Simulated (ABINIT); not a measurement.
A self-consistent single point of YMg6Ga (Amm2, 8 atoms in the cell) with ABINIT

Method of the run: LDA (PW92), PAW (JTH v2.0 LDA PAW) (plane waves; ABINIT).

The input file:

```
# YMg6Ga, JTH v2.0 LDA PAW
pp_dirpath "./"
pseudos "Y.LDA_PW-JTH.xml, Mg.LDA_PW-JTH.xml, Ga.LDA_PW-JTH.xml"
acell 3*1.0 Angstrom
rprim
         5.0519040000    0.0000000000    0.0000000000
         0.0000000000    3.3393510000    5.7564270000
         0.0000000000   -3.3393510000    5.7564270000
natom 8
ntypat 3
znucl 39 12 31
typat 1 2 2 2 2 2 2 3
xcart
         2.5259520000    0.0000000000    3.7411019073
         2.5259520000    1.7129534890    6.6941489583
         2.5259520000   -1.7129534890    6.6941489583
         2.5259520000   -0.0000000000    9.6223282447
         0.0000000000    1.7212350794    4.8288363532
         0.0000000000   -1.7212350794    4.8288363532
         0.0000000000    0.0000000000    7.6842544023
         0.0000000000   -0.0000000000    1.9577608227
      Angstrom
ecut 40 Ry
pawecutdg 80 Ry
pawxcdev 0
occopt 3
tsmear 0.00367493
nband 53
kptopt 1
ngkpt 4 3 3
nshiftk 1
shiftk 0 0 0
nstep 100
toldfe 1.0e-09
prtwf 0
prtden 0
```

The program printed (abridged):

```
 Symmetries : space group Am m 2 (# 38); Bravais oC (1-face-center ortho.)

 -outvars: echo values of preprocessed input variables --------
            acell      1.8897261329E+00  1.8897261329E+00  1.8897261329E+00 Bohr
             ecut      2.00000000E+01 Hartree
              ixc       -1012
         kptrlatt        4    0    0      0    3    0      0    0    3
          kptrlen      3.77278251E+01
            natom           8
            nband          53
            ngfft          40      54      54
          ngfftdg          60      72      72
             nkpt          12
            nstep         100
             nsym           4
           ntypat           3
           occopt           3
        pawecutdg      4.00000000E+01 Hartree
         pawxcdev           0
            rprim      5.0519040000E+00  0.0000000000E+00  0.0000000000E+00
                       0.0000000000E+00  3.3393510000E+00  5.7564270000E+00
                       0.0000000000E+00 -3.3393510000E+00  5.7564270000E+00
          spgroup          38
           toldfe      1.00000000E-09 Hartree
           tsmear      3.67493000E-03 Hartree
            typat      1  2  2  2  2  2  2  3
           useylm           1
             xred      5.0000000000E-01  3.2495000000E-01  3.2495000000E-01
                       5.0000000000E-01  8.3793000001E-01  3.2496999999E-01
                       5.0000000000E-01  3.2496999999E-01  8.3793000001E-01
                       5.0000000000E-01  8.3579000000E-01  8.3579000000E-01
                       0.0000000000E+00  6.7714999999E-01  1.6171000000E-01
                       0.0000000000E+00  1.6171000000E-01  6.7714999999E-01
                       0.0000000000E+00  6.6745000000E-01  6.6745000000E-01
                       0.0000000000E+00  1.7005000000E-01  1.7005000000E-01
            znucl       39.00000   12.00000   31.00000

== DATASET  1 ==================================================================

 Real(R)+Recip(G) space primitive vectors, cartesian coordinates (Bohr,Bohr^-1):
 R(1)=  9.5467150  0.0000000  0.0000000  G(1)=  0.1047481  0.0000000  0.0000000
 R(2)=  0.0000000  6.3104589 10.8780705  G(2)=  0.0000000  0.0792335  0.0459640
 R(3)=  0.0000000 -6.3104589 10.8780705  G(3)=  0.0000000 -0.0792335  0.0459640
 Unit cell volume ucvol=  1.3106803E+03 bohr^3
 Angles (23,13,12)=  6.02367510E+01  9.00000000E+01  9.00000000E+01 degrees

 Coarse grid specifications (used for wave-functions):

 getcut: wavevector=  0.0000  0.0000  0.0000  ngfft=  40  54  54
         ecut(hartree)=     20.000   => boxcut(ratio)=   2.08126

 Fine grid specifications (used for densities):

 getcut: wavevector=  0.0000  0.0000  0.0000  ngfft=  60  72  72
         ecut(hartree)=     40.000   => boxcut(ratio)=   2.01095

   8.59664779E+03                                ecore*ucvol(ha*bohr**3)

_setup2: Arith. and geom. avg. npw (full set) are    5594.750    5594.730

--- !BeginCycle
solver: {iscf: 17, nstep: 100, nline: 4, wfoptalg: 10, }
tolerances: {toldfe: 1.00E-09, }
...

     iter   Etot(hartree)      deltaE(h)  residm     nres2
 ETOT  1  -495.63967245281    -4.956E+02 4.369E+00 9.311E+00
 ETOT  2  -499.13442290516    -3.495E+00 1.943E-02 4.755E+00
 ETOT  3  -499.10872876465     2.569E-02 4.702E-03 9.352E-01
 ETOT  4  -499.10735704460     1.372E-03 1.342E-03 2.732E-01
 ETOT  5  -499.10645397431     9.031E-04 8.173E-04 1.285E-02
 ETOT  6  -499.10645555345    -1.579E-06 4.347E-04 2.500E-03
 ETOT  7  -499.10644894431     6.609E-06 1.988E-04 1.287E-04
 ETOT  8  -499.10644873646     2.079E-07 1.200E-04 3.131E-05
 ETOT  9  -499.10644866786     6.860E-08 6.825E-05 4.835E-06
 ETOT 10  -499.10644865537     1.250E-08 1.327E-04 1.043E-07
 ETOT 11  -499.10644865578    -4.162E-10 7.149E-05 3.439E-08
 ETOT 12  -499.10644865574     4.582E-11 1.306E-04 2.250E-09

 At SCF step   12, etot is converged :
  for the second time, diff in etot=  4.582E-11 < toldfe=  1.000E-09

 Cartesian components of stress tensor (hartree/bohr^3)
  sigma(1 1)=  1.62343618E-04  sigma(3 2)=  0.00000000E+00
  sigma(2 2)=  1.18749534E-04  sigma(3 1)=  0.00000000E+00
  sigma(3 3)=  1.35368390E-04  sigma(2 1)=  0.00000000E+00

 ----iterations are completed or convergence reached----

 reduced coordinates (array xred) for    8 atoms
       0.500000000000      0.324950000000      0.324950000000
       0.500000000000      0.837930000006      0.324969999994
       0.500000000000      0.324969999994      0.837930000006
       0.500000000000      0.835790000003      0.835790000003
       0.000000000000      0.677149999992      0.161710000004
       0.000000000000      0.161710000004      0.677149999992
       0.000000000000      0.667450000000      0.667450000000
       0.000000000000      0.170050000000      0.170050000000
 cartesian forces (eV/Angstrom) at end:
    1     -0.00000000000000    -0.00000000000000    -0.18553986460481
    2     -0.00000000000000     0.02104180337319    -0.02620207052387
    3     -0.00000000000000    -0.02104180337319    -0.02620207052387
    4     -0.00000000000000    -0.00000000000000    -0.04832262866197
    5     -0.00000000000000     0.01905089285561     0.05811194172678
    6     -0.00000000000000    -0.01905089285561     0.05811194172678
    7     -0.00000000000000    -0.00000000000000     0.03421032514780
    8     -0.00000000000000    -0.00000000000000     0.13583242571316
 frms,max,avg= 5.2487853E-02 1.8553986E-01   0.000E+00  0.000E+00  1.599E-03 e/A
 length scales=  1.889726132886  1.889726132886  1.889726132886 bohr
              =  1.000000000000  1.000000000000  1.000000000000 angstroms
 Fermi (or HOMO) energy (hartree) =   0.16973   Average Vxc (hartree)=  -0.32127
 Eigenvalues (hartree) for nkpt=  12  k points:
 kpt#   1, nband= 53, wtk=  0.02778, kpt=  0.0000  0.0000  0.0000 (reduced coord)
  -2.60810   -2.59412   -2.59410   -2.59313   -2.59310   -2.58748   -1.41073   -1.41059
  -1.41051   -1.39969   -1.39734   -1.39703   -1.39672   -1.39669   -1.39612   -1.39603
  -1.39594   -1.39580   -1.39577   -1.39555   -1.39542   -1.39537   -1.39047   -1.39004
  -1.38946   -0.66713   -0.66690   -0.66595   -0.36482   -0.36469   -0.36369   -0.36335
  -0.36300   -0.09621    0.01966    0.06945    0.07638    0.08724    0.09998    0.10365
   0.12623    0.14965    0.17783    0.19618    0.23268    0.23619    0.26602    0.26956
   0.27861    0.28119    0.28171    0.30229    0.30435
      occupation numbers for kpt#   1
   2.00000    2.00000    2.00000    2.00000    2.00000    2.00000    2.00000    2.00000
   2.00000    2.00000    2.00000    2.00000    2.00000    2.00000    2.00000    2.00000
   2.00000    2.00000    2.00000    2.00000    2.00000    2.00000    2.00000    2.00000
   2.00000    2.00000    2.00000    2.00000    2.00000    2.00000    2.00000    2.00000
   2.00000    2.00000    2.00000    2.00000    2.00000    2.00000    2.00000    2.00000
   1.99999    1.99158    0.19871    0.00150    0.00000    0.00000    0.00000    0.00000
   0.00000    0.00000    0.00000    0.00000    0.00000
 prteigrs : prtvol=0 or 1, do not print more k-points.

--- !EnergyTerms
comment             : Components of total free energy in Hartree
kinetic             :  3.63456056981171E+01
hartree             :  1.24016321905942E+02
xc                  : -1.64473758043344E+01
Ewald energy        : -2.33124022231989E+02
psp_core            :  6.55892055257539E+00
local_psp           : -3.75720645100514E+02
spherical_terms     : -4.07298191326652E+01
internal            : -4.99101014112868E+02
'-kT*entropy'       : -5.42524264739871E-03
total_energy        : -4.99106439355516E+02
total_energy_eV     : -1.35813769083008E+04
...

-Cartesian components of stress tensor (GPa)         [Pressure= -4.0842E+00 GPa]
- sigma(1 1)=  4.77631334E+00  sigma(3 2)=  0.00000000E+00
- sigma(2 2)=  3.49373132E+00  sigma(3 1)=  0.00000000E+00
- sigma(3 3)=  3.98267486E+00  sigma(2 1)=  0.00000000E+00

 Calculation completed.
```

The run converged in 12 iterations.

The starting cell comes from a database of computed structures (which also holds hypothetical and non-ambient phases and stackings), without a prior relaxation at this level. Its lattice was rescaled by a random factor within 2.5 % of one. With a pressure of about -4 GPa the cell is away from its equilibrium volume at this level.

Cost on one core of a shared machine: roughly 2 min.
